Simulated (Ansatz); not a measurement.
Consider Pt-vacancy pair (Pt on one host Al site, one Al site vacant) in fcc Al, neutral cell. These are PBE, PAW (plane waves to 420 eV; Ansatz, a program for electronic structure) values and carry that method's errors.

32-site cell at the relaxed PBE lattice, a 3×3×3 k-point mesh shifted by half a step, smearing 0.10 eV, spin-restricted, no finite-size correction. No zero-point or tunnelling terms. Spin-orbit coupling is left out. Forms of the defect that were not tried may lie lower.

Barriers: single points on a 5×5×5 k-point mesh shifted by half a step at the bands' geometries.

Relaxed starting cell (atoms counted from 1):

```
CELL_PARAMETERS angstrom
      8.08392     0.00000     0.00000
      0.00000     8.08392     0.00000
      0.00000     0.00000     8.08392
ATOMIC_POSITIONS crystal
  Pt 0.99960 0.98989 0.99090
  Al 0.99965 0.00313 0.49972
  Al 0.99966 0.49881 0.00396
  Al 0.99964 0.49673 0.49764
  Al 0.49963 0.00180 0.00266
  Al 0.49967 0.00038 0.50047
  Al 0.49961 0.49959 0.00125
  Al 0.49965 0.50206 0.50287
  Al 0.99963 0.24666 0.75281
  Al 0.99965 0.75191 0.24757
  Al 0.99965 0.75047 0.75134
  Al 0.49964 0.25014 0.25100
  Al 0.49959 0.24875 0.75596
  Al 0.49969 0.75513 0.24959
  Al 0.49964 0.75150 0.75236
  Al 0.23391 0.00750 0.24685
  Al 0.24863 0.99996 0.75485
  Al 0.24668 0.49839 0.25068
  Al 0.24920 0.50040 0.75279
  Al 0.76547 0.00762 0.24676
  Al 0.75064 0.99996 0.75484
  Al 0.75262 0.49835 0.25066
  Al 0.75009 0.50044 0.75278
  Al 0.23380 0.24586 0.00846
  Al 0.24669 0.24982 0.49925
  Al 0.24863 0.75397 0.00085
  Al 0.24920 0.75192 0.50130
  Al 0.76534 0.24596 0.00833
  Al 0.75259 0.24982 0.49929
  Al 0.75062 0.75394 0.00083
  Al 0.75012 0.75195 0.50125
```

End state 1 differs by these moves (Å; atoms that move under 0.08 Å are left out):

```tsv
atom	element	Δx	Δy	Δz
1	Pt	0.00	2.20	2.20
```

Question: What is the computed forward and backward barriers to end state 1 (PBE, PAW)?

Answer: forward 0.87 eV, backward 0.87 eV; at the saddle point atom 1 has neighbours 2 Al at 2.46, 2 Al at 2.57, 2 Al at 2.63 Å. The program found a first-order saddle point.
